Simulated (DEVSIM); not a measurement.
System: Mo/SiO2/p-Si capacitor, at 300 K.

| layer (left to right) | material | thickness (nm) | Na (cm⁻³) |
|---|---|---|---|
| 1 | SiO2 | 21.0 | - |
| 2 | Si | 750 | 5.8e17 |

Metal gate on the left, work function 4.6 eV. Fixed charge at the semiconductor interface 0 cm⁻² (in units of +e); no interface traps.

This is a model device: material constants are rounded textbook-type values typed into the input, and sizes, dopings and lifetimes were drawn at random. Values at 300 K.

```csv
parameter,SiO2,Si
gap (eV),9,1.124
affinity (eV),0.9,4.05
permittivity,3.9,11.7
Nc (cm⁻³),-,2.86e19
Nv (cm⁻³),-,3.1e19
```

Simulated with DEVSIM: 1D Poisson equation in equilibrium, Boltzmann statistics, complete ionisation; no quantum confinement or tunnelling. Metal contacts follow the ideal Schottky-Mott rule: no Fermi-level pinning, no interface dipoles.

Base results: capacitance of the dielectric stack (μF/cm²) 0.164; minimum of the low-frequency capacitance (μF/cm²) 0.0995; flat-band voltage (V) -0.47.

### Question
What follows from this one change: substrate doping 5.8e+17 → 5.8e+16 cm^-3?

### Answer
capacitance of the dielectric stack little changed (0.164 μF/cm²); minimum of the low-frequency capacitance 0.0995 → 0.0566 μF/cm²; flat-band voltage -0.47 → -0.41 V.

### Question
What follows from this one change: gate work function 4.6 → 4.9 eV?

### Answer
capacitance of the dielectric stack little changed (0.164 μF/cm²); minimum of the low-frequency capacitance little changed (0.0994 μF/cm²); flat-band voltage -0.47 → -0.17 V.

### Question
What follows from this one change: SiO2 thickness 0.021 → 0.018 μm?

### Answer
capacitance of the dielectric stack 0.164 → 0.192 μF/cm²; minimum of the low-frequency capacitance 0.0995 → 0.110 μF/cm²; flat-band voltage little changed (-0.47 V).
